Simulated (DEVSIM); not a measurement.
# abrupt In0.53Ga0.47As p-n junction

Structure: abrupt In0.53Ga0.47As p-n junction, at 400 K.

| layer (left to right) | material | thickness (μm) | Nd (cm⁻³) | Na (cm⁻³) | τn (s) | τp (s) |
|---|---|---|---|---|---|---|
| 1 | In0.53Ga0.47As | 1.40 | - | 2.1e15 | 4.1e-10 | 4.1e-10 |
| 2 | In0.53Ga0.47As | 13.0 | 1.7e15 | - | 4.1e-10 | 4.1e-10 |

Left contact: ohmic. Right contact: ohmic. Voltage is applied to the left contact. Recombination: SRH at mid-gap, Auger. Mobility is μmin + (μ − μmin)/(1 + (N/Nref)^α).

Constants are typed, rounded textbook-type inputs, not results; the design itself was drawn at random and stands for no fabricated device. Values at 300 K; Nc and Nv go as T^1.5, mobilities as T to minus their exponent, the gap by Varshni's rule with the affinity fixed.

| parameter | In0.53Ga0.47As |
|---|---|
| gap (eV) | 0.74 |
| affinity (eV) | 4.51 |
| permittivity | 13.9 |
| Nc (cm⁻³) | 2.1e17 |
| Nv (cm⁻³) | 7.7e18 |
| μn (cm²/Vs) | 12000 |
| μp (cm²/Vs) | 300 |
| μn,min | 300 |
| μp,min | 10 |
| Nref,n | 1.3e17 |
| Nref,p | 4.9e17 |
| αn | 0.48 |
| αp | 0.4 |
| T exponent of μn | 1.6 |
| T exponent of μp | 1.6 |
| Cn (cm⁶/s) | 5e-29 |
| Cp (cm⁶/s) | 5e-29 |
| Varshni α (eV/K) | 0.00035 |
| Varshni β (K) | 190 |

Model (solved in DEVSIM): 1D drift-diffusion, Boltzmann statistics, complete ionisation; no tunnelling, impact ionisation, image-force lowering or self-heating.

```
Property                                          Result
---------------------------------------------  ---------
Potential step across the device at zero bias    0.231 V
Largest field in the device at zero bias       6400 V/cm
Dark forward voltage at 100 A/cm²                0.261 V
```

Small-signal capacitance in reverse bias (quasi-static):

| V (V) | C (nF/cm²) |
|---|---|
| -0.2 | 16.0 |
| -0.5 | 11.8 |
| -1 | 8.93 |
| -1.5 | 7.47 |
| -2 | 6.55 |
| -3 | 5.42 |
| -4 | 4.72 |
| -5 | 4.26 |
| -6.5 | 3.84 |
| -8 | 3.58 |
| -10 | 3.33 |

Dark forward current:

```csv
V (V),J (A/cm²)
0.05,2.5
0.10,9.9
0.15,27
0.25,92
0.30,140
0.35,180
0.40,240
0.45,290
0.55,410
0.60,470
0.65,530
0.70,590
0.80,720
0.85,780
0.90,850
0.95,910
1.00,980
1.10,1100
1.15,1200
1.20,1300
```
